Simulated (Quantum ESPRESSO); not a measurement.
Input and output of a self-consistent single point for Pb (Fm-3m, 1 atom in the cell) (Quantum ESPRESSO).

Level of theory: PBE, spin-orbit coupling, PSlibrary fully relativistic PAW (PBE, semicore) pseudopotentials (plane waves; Quantum ESPRESSO).

```xyz
1
Lattice="0.0000 2.5197 2.5197 2.5197 0.0000 2.5197 2.5197 2.5197 0.0000" Properties=species:S:1:pos:R:3 pbc="T T T"
Pb     0.0000     0.0000     0.0000
```

Reference input (self-consistent single point, DFT, PBE, plane waves, PSlibrary PAW (PBE, semicore) pseudopotentials): ecutwfc = 55 Ry; ecutrho = 330 Ry; occupations = smearing; smearing = fd; degauss = 0.0073499 Ry; potentials = {Pb: Pb.pbe-dn-kjpaw_psl.1.0.0.UPF}; K_POINTS = automatic 8 8 8 0 0 0; conv_thr = 1e-09 Ry; mixing_beta = 0.4. This run's input differs from it in these lines:

```diff
@@ -18,2 +18,4 @@
   degauss = 0.0073499
+  noncolin = .true.
+  lspinorb = .true.
 /
@@ -24,3 +26,3 @@
 ATOMIC_SPECIES
-Pb   207.2000  Pb.pbe-dn-kjpaw_psl.1.0.0.UPF
+Pb   207.2000  Pb.rel-pbe-dn-kjpaw_psl.1.0.0.UPF
 CELL_PARAMETERS {angstrom}
```

Output (repeated stretches shortened):

```
     Self-consistent Calculation

     iteration #  1     ecut=    55.00 Ry     beta= 0.40

---- Real-time Memory Report at c_bands before calling an iterative solver
           270 MiB given to the printing process from OS
            73 MiB allocation reported by mallinfo(arena+hblkhd)
------------------

     Threshold (ethr) on eigenvalues was too large:
     Diagonalizing with lowered threshold

---- Real-time Memory Report at c_bands before calling an iterative solver
           312 MiB given to the printing process from OS
            80 MiB allocation reported by mallinfo(arena+hblkhd)
------------------
   [... lines left out ...]

---- Real-time Memory Report at c_bands before calling an iterative solver
           332 MiB given to the printing process from OS
           100 MiB allocation reported by mallinfo(arena+hblkhd)
------------------

     total energy              =    -878.14048232 Ry
     estimated scf accuracy    <          1.7E-09 Ry

     iteration #  9     ecut=    55.00 Ry     beta= 0.40

---- Real-time Memory Report at c_bands before calling an iterative solver
           333 MiB given to the printing process from OS
           102 MiB allocation reported by mallinfo(arena+hblkhd)
------------------
     End of self-consistent calculation

     the Fermi energy is    10.2668 ev

!    total energy              =    -878.14048232 Ry
     estimated scf accuracy    <          2.9E-10 Ry
     smearing contrib. (-TS)   =      -0.00090887 Ry
     internal energy E=F+TS    =    -878.13957345 Ry

      -> PAW hartree energy AE =      97.85994121 Ry
      -> PAW hartree energy PS =     -98.08930965 Ry
      -> PAW xc energy AE      =    -780.10103949 Ry
      -> PAW xc energy PS      =      31.67810011 Ry
      -> total E_H with PAW    =      27.51209537 Ry
      -> total E_XC with PAW   =    -780.70776672 Ry

     convergence has been achieved in   9 iterations

     Forces acting on atoms (cartesian axes, Ry/au):

     atom    1 type  1   force =     0.00000000    0.00000000    0.00000000

     Total force =     0.000000     Total SCF correction =     0.000000

          total   stress  (Ry/bohr**3)                   (kbar)     P=      -10.73
  -0.00007294  -0.00000000  -0.00000000          -10.73       -0.00       -0.00
  -0.00000000  -0.00007294  -0.00000000           -0.00      -10.73       -0.00
   0.00000000  -0.00000000  -0.00007294            0.00       -0.00      -10.73

   JOB DONE.
```

The run converged in 9 iterations. Against the reference run the pressure hardly changes (-1.16 to -1.07 GPa). The full log also holds: “c_bands:  1 eigenvalues not converged”.

The starting cell comes from a database of computed structures (which also holds hypothetical and non-ambient phases and stackings), without a prior relaxation at this level. Its lattice was rescaled by a random factor within 2.5 % of one.

Cost on one core of a shared machine: roughly 50 s.
